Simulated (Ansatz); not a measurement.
# What isotropic strain +0.14 % does to hypothetical diamond Ta

The reference is Ta in the diamond structure (space group Fd-3m, No. 227; a = 6.005 Å; a hypothetical phase, not in the database extracts checked; relaxed with 0.1 eV smearing).

It is then changed as follows: an isotropic linear strain of +0.14 %, atoms relaxed at fixed cell.

All numbers come from Ansatz (an electronic-structure program), PBEsol, PAW, cutoff 420 eV, spin-orbit coupling left out. Γ-centred 17×17×17 mesh, Fermi–Dirac width 0.1 eV.

```csv
quantity,base,changed,shift
volume per atom,27.07 Å³,27.18 Å³,+0.11 Å³
space group,Fd-3m (No. 227),Fd-3m (No. 227),–
shortest interatomic distance,4.914 bohr,4.921 bohr,+0.007 bohr
energy relative to the base (free energy F),0 meV/atom,+0.1 meV/atom,+0.1 meV/atom
band gap,zero,zero,–
```

Final structure:

```yaml
crystal:
  lattice:
    - [0.00000, 3.00672, 3.00672]
    - [3.00672, 0.00000, 3.00672]
    - [3.00672, 3.00672, 0.00000]
  atoms:
    - { symbol: Ta, position: [0.75000, 0.75000, 0.75000] }
    - { symbol: Ta, position: [0.50000, 0.50000, 0.50000] }
```

Cost of the whole job for the changed cell (relaxation, final SCF and bands): very roughly 24 core-seconds.

Whether these cells are dynamically stable was not tested. All final runs are without spin polarisation. Ta has a high density of states at the Fermi level and may be magnetic at this level.
